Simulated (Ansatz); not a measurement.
For Au (within 0.1 Å of P6₃/mmc, No. 194, 2 atoms in the cell; start mp-1008634; another form than the element's usual one), LDA (PAW; Ansatz, a quantum-chemistry and plane-wave program) gives:

bulk modulus: 191 GPa
cohesive energy: 4.32 eV/atom

### Question
What does r²SCAN (plane waves, PAW; Ansatz) give for the same quantities?

### Answer

- bulk modulus: 151 GPa (falls by 21 %)
- cohesive energy: 3.42 eV/atom (falls by 0.90 eV/atom)

Changes are worked out from the printed values.

Unless a cell is named, each level is at its own relaxed cell (LDA 16.59, r²SCAN 17.59 Å³/atom).

Levels without +SOC leave out spin–orbit coupling, which shifts energies and cells of such heavy elements.

Caveats: the bulk modulus is −V dP/dV from two relaxed cells at ±2 % in volume (LDA, r²SCAN); the relaxation could not lower the start's symmetry, so the cell can be a saddle point above a distorted one (LDA, r²SCAN). Ansatz's density-functional and Hartree–Fock values are scalar-relativistic unless marked +SOC, with PAW data made under PBE.

A start named mp-… is a Materials Project structure, which need not be a measured phase.
